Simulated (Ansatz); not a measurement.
The starting structures come from a database of crystals and need not be the phases stable at ambient conditions.

Inside the gap of an insulator the Bloch states are evanescent, with a wavenumber k + iκ along the transport direction.

```
Al2Ca3N4
1.0
    5.49640     0.00000     0.00000
   -0.39380    10.57962     0.00000
   -0.19690     5.28981     4.11831
Ca Al N
6 4 8
Direct
  0.54514   0.25358   0.72474
  0.45486   0.74642   0.27526
  0.95486   0.02168   0.72474
  0.04514   0.97832   0.27526
  0.75000   0.60145   0.79710
  0.25000   0.39855   0.20290
  0.91225   0.58578   0.23774
  0.08775   0.41422   0.76226
  0.58775   0.17648   0.23774
  0.41225   0.82352   0.76226
  0.01995   0.30372   0.63792
  0.98005   0.69628   0.36208
  0.48005   0.05836   0.63792
  0.51995   0.94164   0.36208
  0.08227   0.73646   0.85376
  0.91773   0.26354   0.14624
  0.41773   0.40978   0.85376
  0.58227   0.59022   0.14624
```

Space group of this cell: C2/c. The cell is taken as given; by PBEsol its mean pressure is -1.3 GPa.

Transport runs along the normal of the first two printed cell vectors.

The gap is the functional's own. No spin-orbit coupling. Mid-gap values are interpolated on the energy grid.

**Question.** Predict the band gap and the smallest decay constant κ at mid-gap from PBEsol in Ansatz (an electronic-structure program).

**Answer.** Gap 2.44 eV on a 6×8×8 mesh; κ = 0.233 1/Å, at the zone centre.
